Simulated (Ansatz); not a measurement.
Band structure of AlNi6Pd (P4/mmm, 8 atoms in the cell).

```yaml
crystal:
  lattice:
    - [3.60973, 0.00000, 0.00000]
    - [0.00000, 3.60973, 0.00000]
    - [0.00000, 0.00000, 7.26536]
  atoms:
    - { symbol: Al, position: [0.00000, 0.00000, 0.00000] }
    - { symbol: Ni, position: [0.50000, 0.50000, 0.00000], spin: 2.0 }
    - { symbol: Ni, position: [0.50000, 0.50000, 0.50000] }
    - { symbol: Ni, position: [0.50000, 0.00000, 0.23985], spin: 2.0 }
    - { symbol: Ni, position: [0.50000, 0.00000, 0.76015], spin: 2.0 }
    - { symbol: Ni, position: [0.00000, 0.50000, 0.23985], spin: 2.0 }
    - { symbol: Ni, position: [0.00000, 0.50000, 0.76015], spin: 2.0 }
    - { symbol: Pd, position: [0.00000, 0.00000, 0.50000] }
```
(The spins are starting values, not results.)

Method of the run: PBEsol, PAW files made with PBE (plane waves; Ansatz, an electronic-structure program).

Settings: kpoints.mp_grid.grid = 5 5 3; hamiltonian.xc = pbesol; hamiltonian.pseudopotentials = {kind: paw} (the program's default PAW files); magnetization.spin_polarized = true; scf.occupations.method = gaussian; scf.occupations.width = 0.1 eV; kpoints.band_path.npoints = 8.

The starting cell comes from a database of computed structures (which also holds hypothetical and non-ambient phases and stackings), without a prior relaxation at this level. Its lattice was rescaled by a random factor within 2.5 % of one. The magnetic order is the one reached from the typed start; others were not searched systematically.

Levels in eV from the Fermi level, bands 63 to 70 of the first spin channel:
| point | 63 | 64 | 65 | 66 | 67 | 68 | 69 | 70 |
|---|---|---|---|---|---|---|---|---|
| Γ | -0.30 | -0.29 | -0.29 | 0.03 | 1.49 | 1.49 | 1.59 | 6.12 |
| X | -0.69 | -0.62 | -0.30 | 0.22 | 0.60 | 0.76 | 0.78 | 5.85 |
| M | -0.65 | -0.44 | -0.43 | -0.43 | -0.38 | 0.61 | 0.62 | 0.92 |
| Z | -0.54 | -0.40 | -0.29 | -0.29 | 0.03 | 2.93 | 2.93 | 3.87 |
| R | -0.79 | -0.56 | -0.56 | -0.26 | -0.19 | 2.45 | 2.82 | 3.23 |
| A | -0.65 | -0.63 | -0.59 | 0.32 | 0.32 | 0.85 | 0.85 | 0.88 |

Bands cross the Fermi level along this path, so the cell is metallic at this level.

The net moment of the cell came out as 2.66 μB.

Keys are those of Ansatz 0.2.
